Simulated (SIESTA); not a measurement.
A self-consistent single point of Al3Ir (P6_3/mmc, 8 atoms in the cell) with SIESTA.

Method of the run: GGA PBEsol with spin-orbit coupling, numerical atomic orbitals DZP, PseudoDojo PBEsol fully relativistic norm-conserving potentials (rewritten from UPF to PSML) run with SIESTA 5.4.2.

```xyz
8
Lattice="4.3735 0.0000 0.0000 -2.1867 3.7875 0.0000 0.0000 0.0000 7.9281" Properties=species:S:1:pos:R:3 pbc="T T T"
Al     0.0000     0.0000     1.9820
Al     0.0000     0.0000     5.9461
Al     0.0000     2.5250     4.5974
Al     2.1867     1.2625     3.3307
Al     2.1867     1.2625     0.6334
Al     0.0000     2.5250     7.2947
Ir     0.0000     2.5250     1.9820
Ir     2.1867     1.2625     5.9461
```

Reference input (self-consistent single point, DFT, GGA PBEsol, numerical atomic orbitals DZP, PseudoDojo PBEsol standard norm-conserving potentials (rewritten from UPF to PSML)): XC.functional = GGA; XC.authors = PBEsol; potentials = PseudoDojo PBEsol standard; PAO.BasisSize = DZP; PAO.EnergyShift = 0.005 Ry; MeshCutoff = 300 Ry; kgrid.MonkhorstPack = 7 7 4; OccupationFunction = MP; OccupationMPOrder = 0; ElectronicTemperature = 136 meV; MaxSCFIterations = 150; SCF.Mixer.Method = Pulay. This run's input differs from it in these lines:

```diff
@@ -1,2 +1,2 @@
-# files in the folder: Al.psml Ir.psml (PseudoDojo PBEsol standard)
+# files in the folder: Al.psml Ir.psml (PseudoDojo PBEsol fully relativistic)
 SystemName  Al3Ir
@@ -41,2 +41,13 @@
 ElectronicTemperature        136.0 meV
+Spin                         spin-orbit
+%block DM.InitSpin
+  1 0.00 0.00 0.00
+  2 0.00 0.00 0.00
+  3 0.00 0.00 0.00
+  4 0.00 0.00 0.00
+  5 0.00 0.00 0.00
+  6 0.00 0.00 0.00
+  7 0.00 0.00 0.00
+  8 0.00 0.00 0.00
+%endblock DM.InitSpin
```

Output, abridged:

```
        iscf     Eharris(eV)        E_KS(eV)     FreeEng(eV)     dDmax    Ef(eV) dHmax(eV)
   scf:    1    -6908.766765    -6631.464925    -6631.479864  0.814819 -3.938928 21.068212
     spin moment: {S} , |S| = {   -0.00000    0.00000   -0.00000 }     0.00000
   scf:    2    -6646.019403    -6653.409868    -6653.419799  0.159672 -4.476822  4.252784
     spin moment: {S} , |S| = {    0.00000   -0.00000    0.00000 }     0.00000
   scf:    3    -6655.520551    -6655.095909    -6655.110238  0.064136 -4.371976  0.450425
     spin moment: {S} , |S| = {   -0.00000   -0.00000   -0.00000 }     0.00000
   [... lines left out ...]
     spin moment: {S} , |S| = {   -0.00000    0.00000    0.00000 }     0.00000
   scf:    9    -6655.199157    -6655.201607    -6655.220472  0.000763 -4.464273  0.006757
     spin moment: {S} , |S| = {   -0.00000    0.00000    0.00000 }     0.00000
   scf:   10    -6655.201441    -6655.201602    -6655.220475  0.000056 -4.464263  0.002547
     spin moment: {S} , |S| = {    0.00000    0.00000    0.00000 }     0.00000
   scf:   11    -6655.201505    -6655.201600    -6655.220475  0.000026 -4.464227  0.000053
     spin moment: {S} , |S| = {    0.00000    0.00000    0.00000 }     0.00000
SCF Convergence by DM+H criterion
max |DM_out - DM_in|         :     0.0000262673
max |H_out - H_in|      (eV) :     0.0000528965
SCF cycle converged after 11 iterations

Using DM_out to compute the final energy and forces

siesta: E_KS(eV) =            -6655.2016

siesta: E_KS - E_eggbox =     -6655.2016

siesta: Atomic forces (eV/Ang):
     1    0.000054   -0.000030    0.000000
     2   -0.000054    0.000030   -0.000000
     3    0.000036   -0.000021   -0.114056
     4   -0.000036    0.000021    0.114056
     5   -0.000036    0.000021   -0.114056
     6    0.000036   -0.000021    0.114056
     7   -0.000009    0.000003    0.000000
     8    0.000009   -0.000003    0.000000
   Tot   -0.000000   -0.000000    0.000000
   Max    0.114056
   Res    0.046563    sqrt( Sum f_i^2 / 3N )
   Max    0.114056    constrained

   [... lines left out ...]
siesta: FreeEng =     -6655.220475
   [... lines left out ...]
siesta:     0.075976    0.000016    0.000000
siesta:     0.000016    0.075994   -0.000000
siesta:     0.000000   -0.000000    0.073468

siesta: Cell volume =        131.326357 Ang**3

siesta: Pressure (static):
siesta:                Solid            Molecule  Units
siesta:          -0.00081844         -0.00083545  Ry/Bohr**3
siesta:          -0.07514589         -0.07670715  eV/Ang**3
siesta:        -120.39699531       -122.89839761  kBar
```

The run converged in 11 iterations. Against the reference run the pressure goes from -9.99 to -12.04 GPa and the largest force goes from 0.067 to 0.114 eV/Å.

The starting cell comes from a database of computed structures (which also holds hypothetical and non-ambient phases and stackings), without a prior relaxation at this level. Its lattice was rescaled by a random factor within 2.5 % of one. Values carry the incompleteness of an atom-centred basis. With a pressure of about -12 GPa the cell is away from its equilibrium volume at this level.

Cost on one core of a shared machine: roughly 6 min.
